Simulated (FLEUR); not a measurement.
Worked example: self-consistent single point of CaSi₂Ni₂ (I4/mmm, 5 atoms in the cell) in FLEUR.

Method of the run: FLEUR with PBEsol, all-electron FLAPW (FLEUR), scalar-relativistic valence.

```xyz
5
Lattice="-1.9814 1.9814 4.8205 1.9814 -1.9814 4.8205 1.9814 1.9814 -4.8205" Properties=species:S:1:pos:R:3 pbc="T T T"
Ca     0.0000     0.0000     0.0000
Si     0.0000     0.0000     6.0804
Si     0.0000     0.0000     3.5606
Ni     0.0000     1.9814     2.4102
Ni     1.9814     0.0000     2.4102
```

Reference input (self-consistent single point, DFT, PBEsol, all-electron FLAPW (FLEUR), scalar-relativistic valence): Kmax = 4.1 1/bohr; GmaxXC = 16.4 1/bohr; xcFunctional = PBEs; jspins = 1; l_soc = F; mode = gauss; fermiSmearingEnergy = 0.00499791 Htr; mesh (inpgen div1-3) = 9 9 9; inpgen gamma flag = false; Gmax = 16.4 1/bohr; numbands = 0; maxIterBroyd = 40. This run's input differs from it in these lines:

```diff
@@ -18,3 +18,3 @@
 &exco xctyp='PBEs' /
-&kpt div1=9 div2=9 div3=9 /
+&kpt div1=5 div2=5 div3=5 /
 &end /
```

Output, abridged:

```
 Iteration:     1   Distance:      15.76267584 me/bohr^3
 Iteration:     2   Distance:       9.59275523 me/bohr^3
 Iteration:     3   Distance:       6.49300036 me/bohr^3
 Iteration:     4   Distance:       5.83582650 me/bohr^3
 Iteration:     5   Distance:       3.34949821 me/bohr^3
   [... 10 lines left out ...]
 Iteration:    16   Distance:       0.00009646 me/bohr^3
 Iteration:    17   Distance:       0.00001991 me/bohr^3
 Iteration:    18   Distance:       0.00001701 me/bohr^3
 Iteration:    19   Distance:       0.00000224 me/bohr^3
 Reset of history
 Run finished successfully
 Stop message:
   Structural relaxation: new displacements generated

[file out, last iteration]
             iter=     20
[...]
          total density-effective poten   -6.8026143476E+03
          total charge density-energy d   -2.0070655594E+02
 Updated energy parameters for spin:           1
[...]
 fermi energy and band-weighting factors:

[...]
FERMIE:
          first approx. to ef    (T=0)  :   0.310395 htr   (energy of the highest occ. eigenvalue)
          number of occ. states  (T=0)  :        451
          first approx. to seigv (T=0)  : -23.711336 htr
          sum of weights of occ. states :  25.048000
          sum of semicore charge        :   0.000000 e
          fermi energy=   0.30963 har   work function=  -8.42544 ev
          number of valence electrons=  50.00000
   [... lines left out ...]
          total moment                 =     0.00000
 Direct bandgap for spin            1 :    2.1882051980084583E-002  Htr
 ---->    free energy=                     -4297.8070937886 htr
   [... lines left out ...]
 TOTAL FORCE FOR ATOM TYPE=  1  X=  0.000   Y=  0.000   Z=  0.000
                       FX_TOT= 0.000000 FY_TOT= 0.000000 FZ_TOT= 0.000000
 TOTAL FORCE FOR ATOM TYPE=  2  X=  0.000   Y=  0.000   Z= -6.729
                       FX_TOT= 0.000000 FY_TOT= 0.000000 FZ_TOT=-0.001037
 TOTAL FORCE FOR ATOM TYPE=  3  X=  3.744   Y=  0.000   Z= -4.555
                       FX_TOT= 0.000000 FY_TOT= 0.000000 FZ_TOT= 0.000000
```

The run converged in 19 iterations. FLEUR gives forces in its relaxation mode, with a further iteration, so its stop message speaks of a relaxation. Against the reference run the total energy goes down by 1.4 meV/atom and the largest force goes from 0.023 to 0.053 eV/Å.

The starting cell comes from a database of computed structures (which also holds hypothetical and non-ambient phases and stackings), without a prior relaxation at this level. Its lattice was rescaled by a random factor within 2.5 % of one. Spin polarisation is off. Values depend on the basis (sphere radii, cutoffs, local orbitals), which need not be converged. The log's line on a gap gives a spacing of levels on this mesh, which the program prints for metals too.

Cost on one core of a shared machine: roughly 2 min.
